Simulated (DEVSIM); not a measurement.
System: TaN/SiO2/n-Si capacitor, at 300 K.

Layer 1 from the left is SiO2, thickness (nm) 44.0. Layer 2 from the left is Si, thickness (nm) 760, Nd (cm⁻³) 1.1e17.

Metal gate on the left, work function 4.4 eV. Fixed charge at the semiconductor interface 7.3e11 cm⁻² (in units of +e); no interface traps.

Constants are typed, rounded textbook-type inputs, not results; the design itself was drawn at random and stands for no fabricated device. Values at 300 K.

SiO2: gap (eV) 9, affinity (eV) 0.9, permittivity 3.9. Si: gap (eV) 1.124, affinity (eV) 4.05, permittivity 11.7, Nc (cm⁻³) 2.86e19, Nv (cm⁻³) 3.1e19.

Model (solved in DEVSIM): 1D Poisson equation in equilibrium, Boltzmann statistics, complete ionisation; no quantum confinement or tunnelling. Metal contacts follow the ideal Schottky-Mott rule: no Fermi-level pinning, no interface dipoles.

Question: What does the simulation give for the minimum of the low-frequency capacitance, the flat-band voltage?

Answer: minimum of the low-frequency capacitance 0.0469 μF/cm²; flat-band voltage -1.28 V.
